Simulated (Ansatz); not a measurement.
**What isotropic strain −1.20 % does to ZnO**

Start from ZnO in the wurtzite structure (space group P6_3mc, No. 186; a = 3.230 Å, c = 5.214 Å).

It is then changed as follows: every lattice vector is shortened by 1.20 %, atoms relaxed at fixed cell.

The values are results of PBEsol (Ansatz, a first-principles code, PAW, scalar-relativistic without spin-orbit coupling), not measurements. k-mesh 12×12×7 (Γ-centred); smearing 0.05 eV (Fermi–Dirac).

The space group stays P6_3mc (No. 186) and the shortest interatomic distance decreases by 0.024 Å, from 1.969 Å to 1.945 Å. The energy goes up by 7.2 meV/atom and the pressure (mean of the normal stresses, compression positive) goes from zero to 5.69 GPa. The band gap rises by 0.05 eV to 0.75 eV and the gap character stays direct at Γ. The mean gap deformation potential ΔEg/Δln V comes out as -1.4 eV and the width of the top valence band rises by 0.084 eV, from 1.83 eV to 1.92 eV. The electron mass becomes 0.14 mₑ (at Γ) (base: 0.13 mₑ (at Γ)) and the valence-band top at Γ (three highest levels, from the VBM) becomes 0.00, 0.00, -0.11 eV (base: 0.00, 0.00, -0.10 eV).

Effective masses come from finite differences of ±0.01 Å⁻¹. Whether these cells are dynamically stable was not tested.
